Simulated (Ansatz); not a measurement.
We consider rutile MgH2, described by r²SCAN+rVV10 (Ansatz, an electronic-structure program, PAW).

Numerical settings: plane-wave cutoff 560 eV, 8×8×12 k mesh (along the axes of the cell as run), Fermi–Dirac smearing 0.01 eV, scalar-relativistic PAW data made under PBE.

Cell (relaxed at this level):

```yaml
crystal:
  lattice:
    - [4.47253, 0.00000, 0.00000]
    - [0.00000, 4.47253, 0.00000]
    - [0.00000, 0.00000, 2.99491]
  atoms:
    - { symbol: Mg, position: [0.00000, 0.00000, 0.00000] }
    - { symbol: Mg, position: [0.50000, 0.50000, 0.50000] }
    - { symbol: H, position: [0.30461, 0.30461, 0.00000] }
    - { symbol: H, position: [0.80461, 0.19539, 0.50000] }
    - { symbol: H, position: [0.19539, 0.80461, 0.50000] }
    - { symbol: H, position: [0.69539, 0.69539, 0.00000] }
```

### Question
Give the computed pressure derivative B′ of the bulk modulus, direct gap at Γ, bulk modulus, smallest direct gap on the k points sampled and band gap.

### Answer

pressure derivative B′ of the bulk modulus: 3.5
direct gap at Γ: 5.57 eV
bulk modulus: 52.4 GPa
smallest direct gap on the k points sampled: 5.25 eV
band gap: 4.34 eV (indirect)

Measured, for comparison: bulk modulus 49 ± 2 GPa (room temperature, not corrected to a static lattice, measured on MgD2; as tabulated in abstract on rutile-type MgD2 by neutron diffraction to 9.3 GPa, listed at scite). Computed (rounded) less measured: bulk modulus +7 %. A static lattice is as a rule a little smaller and stiffer than an uncorrected measurement, which narrows the difference in the bulk modulus and would widen misses of the other sign.

Note: the bulk modulus comes from volumes at which shape and atoms were relaxed.

Static lattice: no zero-point or thermal effects.

Computing time: roughly 7 core-minutes.
